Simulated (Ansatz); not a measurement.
Start from CsLiWO4 (space group I-4, No. 82; a = 5.9001 Å, c = 8.1611 Å; a cell from a computed database, its experimental status unchecked). Axes: x, y, z lie along a, b, c of the conventional cell.

All numbers come from PBEsol (Ansatz, a program for electronic structure, PAW, scalar-relativistic without spin-orbit coupling).

Before the change:

| Item | Result |
|---|---|
| Band gap | 4.84 eV |
| Electron mass | 0.63 mₑ along c, 0.56 mₑ across (at Γ) |
| Pressure | 0.0 kbar |

The change: uniaxial strain ε_zz = +4.31 %, all other strain components held at zero, atoms relaxed at fixed cell.

### Question
What happens to the band gap, electron mass, largest internal atomic displacement and pressure?

### Answer
The band gap falls by 0.14 eV to 4.70 eV; the electron mass becomes 0.57 mₑ (at Γ) (base: 0.63 mₑ along c, 0.56 mₑ across (at Γ)); the largest internal atomic displacement comes out as 0.093 Å; the pressure (mean of the normal stresses, compression positive) goes from zero to -7.8 kbar.

Spin-orbit coupling, missing from the scalar runs, can matter with W. Effective masses come from finite differences of ±0.01 Å⁻¹. No phonon test of stability was made.
